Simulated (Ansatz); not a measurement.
WS2 (R3m, No. 160, 3 atoms in the cell; start mp-9813; a measured phase of this formula has another space group), treated with r²SCAN-D4 in Ansatz (plane waves, PAW).

Run with plane-wave cutoff 500 eV, 14×14×14 k mesh, gaussian smearing 0.02 eV, no spin polarisation, scalar-relativistic PAW data made under PBE.

Cell (relaxed at this level):

WS₂ has the trigonal space group R3m, hexagonal axes (No. 160), Pearson symbol hR3. Conventional cell: a = b = 3.1733 Å, c = 18.8145 Å, α = β = 90.00°, γ = 120.00°. W on 3a is coordinated by 6 S at 2.406 Å (trigonal prismatic). S1 on 3a sees 3 W at 2.406 Å (trigonal pyramidal). S2 on 3a sees 3 W at 2.406 Å (trigonal pyramidal). (Neighbours: up to the widest gap in distance over summed covalent radii, below 1.35, at either atom; cation-cation and far metal-metal contacts left out.)
(The calculation used a cell of 3 atoms; values per cell refer to that cell.)

Q: Give the computed band gap.

A: 
- band gap = 1.25 eV (on the SCF k mesh)

Note: the relaxation could not lower the start's symmetry, so the cell can be a saddle point above a distorted one.

Spin–orbit coupling is not included.

A start named mp-… is a Materials Project structure, which need not be a measured phase.

Ansatz is an electronic-structure program.
